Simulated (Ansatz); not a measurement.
Phonon-limited resistivity of V2AlC (P6_3/mmc) against temperature in μΩ·cm, PBEsol, DFPT electron-phonon coupling, linearised Boltzmann equation (Ansatz, a quantum-chemistry and plane-wave program), harmonic crystal at a fixed cell. x, y and z are the axes of this cell:
```
AlV2C
1.0
    2.87823     0.00000     0.00000
   -1.43912     2.49262     0.00000
    0.00000     0.00000    13.02248
Al V C
2 4 2
Direct
  0.33333   0.66667   0.25000
  0.66667   0.33333   0.75000
  0.33333   0.66667   0.58523
  0.66667   0.33333   0.41477
  0.66667   0.33333   0.08523
  0.33333   0.66667   0.91477
  0.00000   0.00000   0.00000
  0.00000   0.00000   0.50000
```

```tsv
T	ρ (x, y)	ρ (z)
50 K	0.054	0.31
77 K	0.44	1.96
100 K	1.17	…
150 K	…	14.4
200 K	6.4	26
250 K	9.4	37
273 K	10.7	43
300 K	12.3	49
350 K	15.2	61
400 K	18.0	72
500 K	23	94
```

### Question
Complete the blanks.

### Answer

- 100 K, ρ (z): 4.9
- 150 K, ρ (x, y): 3.6

A metal at this level (no band gap). Only scattering by harmonic phonons is included (no impurities, grain boundaries, electron-electron scattering or thermal expansion). Spin-orbit coupling is left out. Halving the electron mesh (32x32x8) moves the resistivity by up to 8 %. Smearing 0.20 eV; phonons on a 6x6x1 q mesh, which this run doesn't test and which matters most at low temperature.

Computed structure with no diffraction record at hand here (it may be known, metastable or hypothetical): V2AlC (P6_3/mmc). Treated as nonmagnetic (a ferromagnetic start lost its moment, other orders weren't tried): V2AlC (P6_3/mmc).
